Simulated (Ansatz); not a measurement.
diamond (0 0 1) on anatase TiO2 (0 0 1) (film strained to the substrate, started from cuts of the bulks and a machine-learned relaxation)

A periodic stack without vacuum, diamond (0 0 1) on anatase TiO2 (0 0 1) (film strained to the substrate, started from cuts of the bulks and a machine-learned relaxation): substrate slab Ti14O32, film C80, surface cells [[-1, 1], [-1, -1]] and [[-3, -1], [-1, -2]], film strained by -4.9 and -4.9 %, outermost planes O/O and C/C as cut, which need not be the usual terminations and can put a slab off its formula.

The start was prepared with a machine-learned potential, and the result is one local minimum, with the in-plane cell held and forces under 0.04 eV/Å; the film can end far from its bulk form.

Method: PBE (plane waves to 420 eV, PAW; Ansatz, a quantum-chemistry and plane-wave program). Scalar-relativistic, without spin–orbit coupling; PBE gaps are too small against experiment. Its k-point mesh 4×4×1, Fermi–Dirac width 0.05 eV.

The interface area is 28.9 Å². The period comes out as 34.38 Å. The gaps between the outermost planes at the two interfaces is 1.04 and 1.13 Å and the C–O contacts across the interfaces within 1.22 times the sum of covalent radii is 5, mean 1.29 Å. The spin-polarised check at this geometry is keeps a moment, energy -0.18 eV. The slope of the mean potential energy in the substrate is -3.3 MV/cm × e.

```yaml
crystal:
  lattice:
    - [5.37219, -0.00008, 0.02714]
    - [0.00001, 5.37224, 0.01298]
    - [1.29367, 2.10079, 34.39574]
  atoms:
    - { symbol: Ti, position: [0.69097, 0.11041, 0.07260] }
    - { symbol: Ti, position: [0.17598, 0.62063, 0.08080] }
    - { symbol: Ti, position: [0.36530, 0.28863, 0.28748] }
    - { symbol: Ti, position: [0.86522, 0.78795, 0.28752] }
    - { symbol: O, position: [0.73066, 0.18812, 0.01508] }
    - { symbol: O, position: [0.19962, 0.05968, 0.01389] }
    - { symbol: O, position: [0.40245, 0.89602, 0.08916] }
    - { symbol: O, position: [0.90848, 0.36720, 0.08915] }
    - { symbol: O, position: [0.39725, 0.41889, 0.06052] }
    - { symbol: O, position: [0.90267, 0.86083, 0.06793] }
    - { symbol: O, position: [0.65851, 0.09802, 0.13487] }
    - { symbol: O, position: [0.17214, 0.58467, 0.13571] }
    - { symbol: Ti, position: [0.13498, 0.06556, 0.21704] }
    - { symbol: Ti, position: [0.63575, 0.56661, 0.21681] }
    - { symbol: Ti, position: [0.40814, 0.85427, 0.14625] }
    - { symbol: Ti, position: [0.89544, 0.33885, 0.14635] }
    - { symbol: O, position: [0.14598, 0.08338, 0.15971] }
    - { symbol: O, position: [0.65677, 0.59356, 0.15934] }
    - { symbol: O, position: [0.37896, 0.31353, 0.23003] }
    - { symbol: O, position: [0.88459, 0.80762, 0.23009] }
    - { symbol: O, position: [0.39208, 0.82435, 0.20546] }
    - { symbol: O, position: [0.88478, 0.31715, 0.20556] }
    - { symbol: O, position: [0.11874, 0.04217, 0.27613] }
    - { symbol: O, position: [0.61758, 0.54347, 0.27605] }
    - { symbol: Ti, position: [0.59525, 0.00914, 0.35798] }
    - { symbol: Ti, position: [0.09428, 0.51020, 0.35818] }
    - { symbol: O, position: [0.61215, 0.03392, 0.30044] }
    - { symbol: O, position: [0.11102, 0.53163, 0.30085] }
    - { symbol: O, position: [0.34062, 0.75413, 0.37097] }
    - { symbol: O, position: [0.84202, 0.25407, 0.37153] }
    - { symbol: O, position: [0.34882, 0.26370, 0.34699] }
    - { symbol: O, position: [0.84813, 0.76339, 0.34634] }
    - { symbol: O, position: [0.59331, 0.97082, 0.41655] }
    - { symbol: O, position: [0.06789, 0.49571, 0.41788] }
    - { symbol: Ti, position: [0.04054, 0.93014, 0.49998] }
    - { symbol: Ti, position: [0.57948, 0.47676, 0.49882] }
    - { symbol: Ti, position: [0.32590, 0.72930, 0.42864] }
    - { symbol: Ti, position: [0.82576, 0.22501, 0.42887] }
    - { symbol: O, position: [0.08534, 0.98894, 0.44247] }
    - { symbol: O, position: [0.55351, 0.45244, 0.44271] }
    - { symbol: O, position: [0.41648, 0.42820, 0.54839] }
    - { symbol: O, position: [0.84994, 0.65823, 0.50438] }
    - { symbol: O, position: [0.34332, 0.73841, 0.48584] }
    - { symbol: O, position: [0.79924, 0.18886, 0.48869] }
    - { symbol: O, position: [0.15778, 0.99252, 0.54874] }
    - { symbol: O, position: [0.64335, 0.92485, 0.55466] }
    - { symbol: C, position: [0.98074, 0.09733, 0.61123] }
    - { symbol: C, position: [0.56888, 0.28878, 0.61138] }
    - { symbol: C, position: [0.76594, 0.68109, 0.61072] }
    - { symbol: C, position: [0.37098, 0.89277, 0.61023] }
    - { symbol: C, position: [0.16951, 0.47541, 0.61036] }
    - { symbol: C, position: [0.81804, 0.28137, 0.59156] }
    - { symbol: C, position: [0.35277, 0.33312, 0.58479] }
    - { symbol: C, position: [0.59063, 0.82380, 0.58632] }
    - { symbol: C, position: [0.20809, 0.06032, 0.58481] }
    - { symbol: C, position: [0.93283, 0.50991, 0.59035] }
    - { symbol: C, position: [0.05780, 0.76557, 0.66292] }
    - { symbol: C, position: [0.66128, 0.96389, 0.66366] }
    - { symbol: C, position: [0.85507, 0.36659, 0.66444] }
    - { symbol: C, position: [0.45032, 0.56851, 0.66435] }
    - { symbol: C, position: [0.26208, 0.16385, 0.66501] }
    - { symbol: C, position: [0.86898, 0.87781, 0.63599] }
    - { symbol: C, position: [0.47159, 0.07449, 0.63806] }
    - { symbol: C, position: [0.65039, 0.48118, 0.63887] }
    - { symbol: C, position: [0.26138, 0.67653, 0.63566] }
    - { symbol: C, position: [0.07051, 0.27353, 0.64003] }
    - { symbol: C, position: [0.94355, 0.04362, 0.71657] }
    - { symbol: C, position: [0.54349, 0.24453, 0.71680] }
    - { symbol: C, position: [0.74269, 0.64473, 0.71655] }
    - { symbol: C, position: [0.34318, 0.84411, 0.71674] }
    - { symbol: C, position: [0.14187, 0.44458, 0.71675] }
    - { symbol: C, position: [0.75063, 0.15433, 0.69038] }
    - { symbol: C, position: [0.34973, 0.35573, 0.69086] }
    - { symbol: C, position: [0.54949, 0.75579, 0.69028] }
    - { symbol: C, position: [0.15153, 0.95277, 0.69026] }
    - { symbol: C, position: [0.94945, 0.55650, 0.69013] }
    - { symbol: C, position: [0.02861, 0.72303, 0.76922] }
    - { symbol: C, position: [0.62862, 0.92297, 0.76924] }
    - { symbol: C, position: [0.82854, 0.32286, 0.76929] }
    - { symbol: C, position: [0.42867, 0.52270, 0.76925] }
    - { symbol: C, position: [0.22843, 0.12313, 0.76929] }
    - { symbol: C, position: [0.83566, 0.83376, 0.74289] }
    - { symbol: C, position: [0.43537, 0.03391, 0.74301] }
    - { symbol: C, position: [0.63649, 0.43361, 0.74297] }
    - { symbol: C, position: [0.23594, 0.63339, 0.74299] }
    - { symbol: C, position: [0.03542, 0.23350, 0.74295] }
    - { symbol: C, position: [0.91421, 0.00147, 0.82182] }
    - { symbol: C, position: [0.51403, 0.20137, 0.82190] }
    - { symbol: C, position: [0.71390, 0.60144, 0.82182] }
    - { symbol: C, position: [0.31492, 0.80149, 0.82181] }
    - { symbol: C, position: [0.11382, 0.40199, 0.82181] }
    - { symbol: C, position: [0.72125, 0.11223, 0.79556] }
    - { symbol: C, position: [0.32133, 0.31233, 0.79558] }
    - { symbol: C, position: [0.52149, 0.71207, 0.79549] }
    - { symbol: C, position: [0.12143, 0.91222, 0.79555] }
    - { symbol: C, position: [0.92140, 0.51250, 0.79552] }
    - { symbol: C, position: [0.99907, 0.68147, 0.87398] }
    - { symbol: C, position: [0.59928, 0.88140, 0.87472] }
    - { symbol: C, position: [0.80077, 0.27804, 0.87459] }
    - { symbol: C, position: [0.40054, 0.47887, 0.87432] }
    - { symbol: C, position: [0.19908, 0.08071, 0.87443] }
    - { symbol: C, position: [0.80586, 0.79120, 0.84805] }
    - { symbol: C, position: [0.40675, 0.99100, 0.84824] }
    - { symbol: C, position: [0.60765, 0.39012, 0.84819] }
    - { symbol: C, position: [0.20740, 0.59131, 0.84802] }
    - { symbol: C, position: [0.00719, 0.19100, 0.84809] }
    - { symbol: C, position: [0.88186, 0.95952, 0.92917] }
    - { symbol: C, position: [0.48784, 0.15778, 0.92885] }
    - { symbol: C, position: [0.68938, 0.55441, 0.92496] }
    - { symbol: C, position: [0.27260, 0.76393, 0.92556] }
    - { symbol: C, position: [0.09353, 0.35532, 0.92654] }
    - { symbol: C, position: [0.69254, 0.06912, 0.90194] }
    - { symbol: C, position: [0.29690, 0.26696, 0.90096] }
    - { symbol: C, position: [0.49015, 0.67045, 0.90034] }
    - { symbol: C, position: [0.08550, 0.87268, 0.90040] }
    - { symbol: C, position: [0.89778, 0.46884, 0.90003] }
    - { symbol: C, position: [0.93988, 0.57084, 0.97550] }
    - { symbol: C, position: [0.52676, 0.75368, 0.97407] }
    - { symbol: C, position: [0.79845, 0.29733, 0.98102] }
    - { symbol: C, position: [0.41191, 0.52383, 0.97408] }
    - { symbol: C, position: [0.17899, 0.04626, 0.97945] }
    - { symbol: C, position: [0.77720, 0.74196, 0.95539] }
    - { symbol: C, position: [0.37237, 0.94016, 0.95349] }
    - { symbol: C, position: [0.58360, 0.35546, 0.95399] }
    - { symbol: C, position: [0.17537, 0.55197, 0.95336] }
    - { symbol: C, position: [0.98081, 0.15607, 0.95466] }
```
